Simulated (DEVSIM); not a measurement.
System: illuminated Si n-on-p cell, one wavelength, at 300 K.

```tsv
layer (left to right)	material	thickness (μm)	Nd (cm⁻³)	Na (cm⁻³)	τn (s)	τp (s)	absorption coefficient (cm⁻¹)
1	Si	0.230	6.6e18	-	3.6e-7	1.6e-7	4400
2	Si	200	-	2.8e15	1e-6	1e-6	4400
```

Left contact: ohmic, minority hole recombination velocity 600 cm/s. Right contact: ohmic, minority electron recombination velocity 4e5 cm/s. Voltage is applied to the left contact. Recombination: SRH at mid-gap, radiative, Auger. Light enters at the left, 8.9e17 photons cm⁻² s⁻¹, one pass, no reflection. Mobility is μmin + (μ − μmin)/(1 + (N/Nref)^α).

This is a model device: material constants are rounded textbook-type values typed into the input, and sizes, dopings and lifetimes were drawn at random. Values at 300 K.

| parameter | Si |
|---|---|
| gap (eV) | 1.124 |
| affinity (eV) | 4.05 |
| permittivity | 11.7 |
| Nc (cm⁻³) | 2.86e19 |
| Nv (cm⁻³) | 3.1e19 |
| μn (cm²/Vs) | 1417 |
| μp (cm²/Vs) | 470 |
| μn,min | 52 |
| μp,min | 45 |
| Nref,n | 9.7e16 |
| Nref,p | 2.2e17 |
| αn | 0.68 |
| αp | 0.72 |
| B (cm³/s) | 4.7e-15 |
| Cn (cm⁶/s) | 2.8e-31 |
| Cp (cm⁶/s) | 9.9e-32 |

DEVSIM, 1D drift-diffusion, Boltzmann statistics, complete ionisation; no tunnelling, impact ionisation, image-force lowering or self-heating.

The photon flux was swept, all else fixed.

```json
[
 {"photon flux (cm^-2 s^-1)": "2.7e16", "largest power (mW/cm²)": "1.59", "fill factor": "0.79", "short-circuit current (mA/cm²)": "4.21", "open-circuit voltage (V)": "0.478"},
 {"photon flux (cm^-2 s^-1)": "8.9e16", "largest power (mW/cm²)": "5.66", "fill factor": "0.80", "short-circuit current (mA/cm²)": "13.9", "open-circuit voltage (V)": "0.509"},
 {"photon flux (cm^-2 s^-1)": "2.7e17", "largest power (mW/cm²)": "18.2", "fill factor": "0.80", "short-circuit current (mA/cm²)": "42.1", "open-circuit voltage (V)": "0.537"},
 {"photon flux (cm^-2 s^-1)": "8.9e17", "largest power (mW/cm²)": "63.1", "fill factor": "0.80", "short-circuit current (mA/cm²)": "139", "open-circuit voltage (V)": "0.568"},
 {"photon flux (cm^-2 s^-1)": "2.7e18", "largest power (mW/cm²)": "195", "fill factor": "0.77", "short-circuit current (mA/cm²)": "423", "open-circuit voltage (V)": "0.594"},
 {"photon flux (cm^-2 s^-1)": "8.9e18", "largest power (mW/cm²)": "588", "fill factor": "0.68", "short-circuit current (mA/cm²)": "1410", "open-circuit voltage (V)": "0.619"},
 {"photon flux (cm^-2 s^-1)": "2.7e19", "largest power (mW/cm²)": "1220", "fill factor": "0.44", "short-circuit current (mA/cm²)": "4300", "open-circuit voltage (V)": "0.639"}
]
```

From the first row to the last the largest power goes from 1.59 to 1220. From the first row to the last the fill factor goes from 0.79 to 0.44.
